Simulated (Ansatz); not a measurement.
Worked example: self-consistent single point of the (001) slab of LaBPd3 (cut from a parent of space group no. 221; 10 atoms in the cell) in Ansatz (a program for electronic structure).

Computed with PBEsol, default PAW files made with PBE (plane waves; Ansatz).

```
CELL_PARAMETERS angstrom
      4.39533     0.00000     0.00000
      0.00000     4.39533     0.00000
      0.00000     0.00000    20.59300
ATOMIC_POSITIONS crystal
  La 0.00000 0.00000 0.44664
  B  0.50000 0.50000 0.33992
  Pd 0.00000 0.50000 0.33992
  Pd 0.50000 0.00000 0.33992
  Pd 0.50000 0.50000 0.44664
  La 0.00000 0.00000 0.66008
  B  0.50000 0.50000 0.55336
  Pd 0.00000 0.50000 0.55336
  Pd 0.50000 0.00000 0.55336
  Pd 0.50000 0.50000 0.66008
```

Reference input (self-consistent single point, DFT, PBEsol, plane waves, default PAW files made with PBE): basis.ecutwfc = 420 eV; kpoints.mp_grid.grid = 7 7 1; hamiltonian.xc = pbesol; hamiltonian.pseudopotentials = {kind: paw} (the program's default PAW files); scf.occupations.method = fermi_dirac; scf.occupations.width = 0.1 eV. This run's input differs from it in these lines:

Ansatz 0.2 input:
```diff
@@ -17,3 +17,3 @@
 basis:
-  ecutwfc: 420.0
+  ecutwfc: 355.0
 kpoints:
```

Output (repeated stretches shortened):

```
SCF iter   1: F=—  HF=-54070.117356 eV  |F-HF|=—  |Δ(HF+E_count)|=         —  Δρ=7.93e-3  dr2=4.06e0  ethr=1.77e-3  ⟨swp⟩=6.8  Hψ=3354  notcnv=0
all-band conjugate gradients solve this SCF's bands
preconditioner: auto → LDOS
SCF iter   2: F=—  HF=-54070.000075 eV  |F-HF|=—  |Δ(HF+E_count)|=   1.17e-1  Δρ=7.45e-3  dr2=2.19e-1  ethr=1.77e-3  ⟨swp⟩=2.2  Hψ=1343  notcnv=0
   [... lines left out ...]
SCF iter   7: F=—  HF=-54069.960668 eV  |F-HF|=—  |Δ(HF+E_count)|=   2.77e-4  Δρ=3.14e-5  dr2=8.43e-6  ethr=5.29e-8  ⟨swp⟩=2.1  Hψ=1307  notcnv=0
SCF iter   8: F=—  HF=-54069.960671 eV  |F-HF|=—  |Δ(HF+E_count)|=   2.74e-6  Δρ=1.27e-5  dr2=2.58e-6  ethr=6.19e-9  ⟨swp⟩=2.2  Hψ=1289  notcnv=0
SCF iter   9: F=—  HF=-54069.960672 eV  |F-HF|=—  |Δ(HF+E_count)|=   1.14e-6  Δρ=5.54e-6  dr2=3.39e-7  ethr=1.90e-9  ⟨swp⟩=2.1  Hψ=1253  notcnv=0
SCF iter  10: F=-54069.960672 eV  HF=-54069.960673 eV  |F-HF|=1.72e-8  |Δ(HF+E_count)|=   3.64e-7  Δρ=3.13e-6  dr2=5.39e-8  ethr=7.35e-11  ⟨swp⟩=9.6  Hψ=3878  notcnv=0
SCF 1 converged in 10 iterations: F = -54069.960672 eV  dr2 = 5.39e-8
Free energy (F): -54069.960672 eV
Internal energy: -54069.735112 eV  (E = F + TS)
E sigma→0 (E₀):  -54069.847892 eV
Entropy (-TS):   -0.225561 eV (-22.556 meV/atom)
Fermi energy:    4.533449 eV
--- Forces (eV/Å), atoms counted from 1 ---
  atom   1  La    -0.00000000     0.00000000    -0.48536520
  atom   2  B     -0.00000000     0.00000000    -0.17828362
  atom   3  Pd     0.00000000     0.00000000     0.68750530
  atom   4  Pd     0.00000000     0.00000000     0.68750530
  atom   5  Pd     0.00000000     0.00000000    -0.12714343
  atom   6  La    -0.00000000     0.00000000     0.08600505
  atom   7  B     -0.00000000     0.00000000     0.87321035
  atom   8  Pd    -0.00000000     0.00000000    -0.10325268
  atom   9  Pd    -0.00000000     0.00000000    -0.10325268
  atom  10  Pd     0.00000000     0.00000000    -1.33705636
--- Stress (GPa, compression-positive) ---
       -4.832777       0.000000      -0.000000
        0.000000      -4.832777       0.000000
       -0.000000       0.000000      -2.696705
  P = ⅓ Tr σ = -4.1208 GPa (-41.208 kbar)
  The stress holds the Pulay correction. Without it, at fixed plane waves, as pw.x and ABINIT print it: P = -4.5445 GPa
```

The run converged in 10 iterations. Against the reference run the free energy goes up by 7.1 meV/atom and the largest force moves little (1.343 to 1.337 eV/Å).

The starting cell comes from a database of computed structures (which also holds hypothetical and non-ambient phases and stackings), without a prior relaxation at this level. The slab is cut from that crystal, and its faces are unrelaxed. Its lattice was rescaled by up to half a per cent. Spin polarisation is off. The two faces of this cut differ, and no dipole correction was used. Forces in this geometry exceed 1 eV/Å. The cutoff lies below the one recommended for these files.
